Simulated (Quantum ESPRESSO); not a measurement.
Several settings converged on Pb (P-3m1, 2 atoms in the cell)

```
Pb
1.0
    3.45423     0.00000     0.00000
   -1.72712     2.99145     0.00000
    0.00000     0.00000     5.96740
Pb
2
Cartesian
  0.00000   1.99430   1.54185
  1.72712   0.99715   4.47555
```

Base method: PBEsol, GBRV 1.5 ultrasoft (PBESOL) pseudopotentials (plane waves; Quantum ESPRESSO).

Base settings: ecutwfc = 40 Ry; ecutrho = 200 Ry; occupations = smearing; smearing = gauss; degauss = 0.0073499 Ry; potentials = {Pb: pb_pbesol_v1.uspp.F.UPF}; K_POINTS = automatic 4 4 2 0 0 0; conv_thr = 1e-10 Ry; mixing_beta = 0.4.

The count of work is k-points × plane waves × bands × iterations; it is no time. Core times come from one kind of shared machine, to one figure; runs under 30 s give none.

**The cutoff for other potential files**

Level: DFT, PBEsol, plane waves, PseudoDojo standard norm-conserving (PBESOL) pseudopotentials.

In this ladder: ecutrho = default; pseudopotentials = {Pb: Pb.upf}.

The second cell is the first with its lattice scaled by 0.98.

The mesh stays at the base's, so the ladder's end is converged at best in this setting alone.

Only quantities that move along the ladder and can be compared are tabulated.

```tsv
ecutwfc	free energy less the last step's (meV/atom)	energy of the compressed cell less the first (meV/atom)	pressure (GPa)	largest difference of a force vector from the last step's (eV/Å)	count of work / last
29 Ry	7265.00	155.06	-181.07	0.013	0.12
36 Ry	1081.65	-4.42	-42.60	0.010	0.15
46 Ry	32.49	-9.68	-3.58	0.001	0.21
55 Ry	1.96	-8.62	-1.62	0.000	0.25
65 Ry	0.75	-8.65	-1.55	0.001	0.36
78 Ry	0.40	-8.65	-1.56	0.000	0.46
98 Ry	0.11	-8.65	-1.55	0.000	0.66
130 Ry	0.00	-8.65	-1.55	0.000	1.0
```

Coarsest ecutwfc that holds the forces within 0.005 eV/Å of the last step, with all finer ones: 46 Ry, at 0.21 of the last step's count of work; the step before is off by 0.010 eV/Å.

Coarsest ecutwfc that holds the free energy within 5 meV/atom of the last step, with all finer ones: 55 Ry, at 0.25 of the last step's count of work; the step before is off by 32 meV/atom.

Coarsest ecutwfc that holds the pressure within 0.2 GPa of the last step, with all finer ones: 55 Ry, at 0.25 of the last step's count of work; the step before is off by 2.0 GPa.

The energy difference between the two cells stays within 1 meV/atom of the last step's from 55 Ry on, the total only from 65 Ry on: much of the error is common to both cells and cancels.

At the lowest cutoff the pressure lies 180 GPa under the last step's, the usual sign of Pulay stress in an incomplete plane-wave basis.

**The relaxed cell against the cutoff**

On Pb (P6_3/mmc, 2 atoms in the cell): atoms on their sites.

In this ladder: calculation = vc-relax; tprnfor = default; tstress = default. Moved along: ecutrho.

The mesh stays at the base's, so the ladder's end is converged at best in this setting alone.

Only quantities that move along the ladder and can be compared are tabulated.

| ecutwfc | relaxed volume (Å³/atom) | relaxation steps | core time / last (rough) |
|---|---|---|---|
| 20 Ry | 25.877 | 5 | – |
| 24 Ry | 28.204 | 6 | – |
| 28 Ry | 28.610 | 9 | – |
| 34 Ry | 28.605 | 9 | 0.3 |
| 40 Ry | 28.589 | 9 | 0.3 |
| 48 Ry | 28.587 | 9 | 0.4 |
| 60 Ry | 28.589 | 9 | 0.6 |
| 80 Ry | 28.611 | 9 | 1 |

Coarsest ecutwfc that holds the relaxed volume within 0.143 Å³/atom of the last step, with all finer ones: 28 Ry; the step before is off by 0.41 Å³/atom.

At the lowest cutoff the cell relaxes to a volume 9.6 % smaller than at the highest.

On the base run: the starting cell comes from a database of computed structures (which also holds hypothetical and non-ambient phases and stackings), without a prior relaxation at this level. Its lattice was rescaled by up to half a per cent. One atom was moved a little off its site on purpose. Without a gap this mesh is coarse (it stands for a supercell whose shortest vector is 12 Å).
